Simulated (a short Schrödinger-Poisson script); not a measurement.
# Gated Al0.4Ga0.6N/GaN polarisation-induced gas

System: gated Al0.4Ga0.6N/GaN polarisation-induced gas, at 300 K.

| layer | material | thickness (nm) | Na (cm⁻³) |
|---|---|---|---|
| 1 | Al0.4Ga0.6N | 10 | - |
| 2 | GaN | 6000 | 1e14 |

The device is made up for the run: typed textbook-type constants, with dimensions and the other settings drawn at random. Al0.4Ga0.6N: permittivity 9.26, conduction-band edge (eV) 0.58, gap (eV) 4.258, electron mass (mₑ) 0.248, Nv at 300 K (cm⁻³) 4.6e19. GaN: permittivity 9.5, conduction-band edge (eV) 0, gap (eV) 3.43, Nv at 300 K (cm⁻³) 4.6e19.

Channel valleys (confinement mass, in-plane density-of-states mass, number): Γ 0.2, 0.2, 1. At the gate the conduction-band edge of layer 1 lies 1.46 eV − eVg above the Fermi level of the channel; the field vanishes at the back. Sheet of polarisation charge: +2e13 e/cm² at 10 nm from the gate. The barrier under the gate holds no holes. Gaps are held at their typed values at every temperature. Mesh 0.08 nm at interfaces.

From a short Schrödinger-Poisson script (our own, NumPy): 1D Poisson equation in equilibrium, electrons quantum, Hartree (BenDaniel-Duke, 40 states a valley, the channel's in-plane mass for all, wave functions free to enter the barrier), parabolic valleys, classical holes, full ionisation, no traps, pinning or gate leakage.

| Vg (V) | electrons (cm⁻²) | in the channel layer | C (μF/cm²) | Γ E0 (meV) | Γ E1 (meV) |
|---|---|---|---|---|---|
| 0.5 | 1.56e13 | 1.45e13 | 0.754 | -159.5 | -3.6 |
| 0.25 | 1.44e13 | 1.35e13 | 0.750 | -147.8 | 0.3 |
| 0 | 1.32e13 | 1.25e13 | 0.746 | -136.1 | 4.3 |
| -0.25 | 1.21e13 | 1.14e13 | 0.741 | -124.2 | 8.3 |
| -0.5 | 1.09e13 | 1.04e13 | 0.737 | -112.2 | 12.3 |
| -0.75 | 9.76e12 | 9.37e12 | 0.733 | -100.0 | 16.4 |
| -1 | 8.62e12 | 8.32e12 | 0.727 | -87.8 | 20.6 |
| -1.25 | 7.49e12 | 7.27e12 | 0.722 | -75.3 | 24.8 |
| -1.5 | 6.37e12 | 6.21e12 | 0.715 | -62.5 | 29.3 |
| -1.75 | 5.26e12 | 5.15e12 | 0.706 | -49.2 | 34.0 |
| -2 | 4.16e12 | 4.10e12 | 0.694 | -35.1 | 39.1 |
| -2.25 | 3.09e12 | 3.06e12 | 0.677 | -19.6 | 45.1 |
| -2.5 | 2.06e12 | 2.04e12 | 0.649 | -1.3 | 52.8 |
| -2.75 | 1.08e12 | 1.08e12 | 0.592 | 23.9 | 65.1 |
| -3 | 2.69e11 | 2.68e11 | 0.408 | 73.1 | 96.6 |
| -3.25 | 6.44e8 | 6.44e8 | 0.00549 | 245.8 | 256.2 |

Gate voltages with under 1e6 electrons/cm² are left out.

Subbands count from the Fermi level.
